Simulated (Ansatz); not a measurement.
S on the 1x1 (110) surface of bcc W, one in a 1x1 cell, energies for each (7.2 Å²). Energies are against ⅛ S8(g), without zero-point or thermal terms; each row is named by its start.

Calculation: PBE (plane waves to 420 eV, PAW; Ansatz, a program for electronic structure).

Task: Which site binds most strongly?
(A) bridge W-W (span 3.2 Å)
(B) hollow W-W-W
(C) top W
(D) bridge W-W (span 2.8 Å)

Result: B, hollow W-W-W. Adsorption energies: hollow W-W-W -1.66 eV; bridge W-W (span 2.8 Å) -1.09 eV; bridge W-W (span 3.2 Å) -0.87 eV; top W -0.57 eV.
